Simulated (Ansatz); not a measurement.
Seebeck coefficient (μV/K, mean over directions) of n-type SiC (F-43m) against carrier density, r2SCAN with spin-orbit coupling, rigid bands (Ansatz, an electronic-structure program). Computed gap 1.71 eV; densities at which minority carriers matter at this gap, or further valleys turn the trend, are left out. Conductivity mass 0.30 mₑ (harmonic mean over directions), N_c = 1.4e19 cm⁻³ at 300 K.

```tsv
electron density	300 K	500 K	800 K
1e16 cm⁻³	-838	-904	…
1e17 cm⁻³	-639	-706	-768
1e18 cm⁻³	-442	-508	-569
3e18 cm⁻³	…	-414	-475
1e19 cm⁻³	-248	-312	-372
3e19 cm⁻³	-164	-222	-280
1e20 cm⁻³	-89	-134	…
3e20 cm⁻³	-45	-74	-111
1e21 cm⁻³	-21	-35	-56
```

### Question
Complete the blanks.

### Answer

- 1e16 cm⁻³, 800 K: -966
- 3e18 cm⁻³, 300 K: -348
- 1e20 cm⁻³, 800 K: -185

Rigid bands with a gap fixed in temperature, one relaxation time for all states, no polarons or phonon drag, and whether or not such doping can be reached. Geometry: cell and atoms relaxed with PBEsol.
